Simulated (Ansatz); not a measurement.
For GePt (model structure, started from the CsCl type, Pm-3m, No. 221, 2 atoms in the cell), LDA (PAW; Ansatz, an electronic-structure program) gives:

| Property | Result |
|---|---|
| lattice parameter a | 3.120 Å |
| cohesive energy | 5.99 eV/atom |

Task: What does r²SCAN+rVV10 (PAW; Ansatz) give for the same quantities?

Result: 
- lattice constant a: 3.145 Å (increases by 0.8 %)
- cohesive energy: 5.13 eV/atom (decreases by 0.86 eV/atom)

Changes are worked out from the printed values.

Unless a cell is named, each level is at its own relaxed cell (LDA 15.19, r²SCAN+rVV10 15.55 Å³/atom).

Levels without +SOC leave out spin–orbit coupling, which shifts energies and cells of such heavy elements.

The crystal itself was run without spin with LDA, r²SCAN+rVV10; a magnetic state was not tried in these runs.

Ansatz's density-functional and Hartree–Fock values are scalar-relativistic unless marked +SOC, with PAW data made under PBE.

A model structure was made by putting elements into a prototype or built by hand; it is no filed structure, need not be a known phase, and can be a saddle point held by its symmetry.
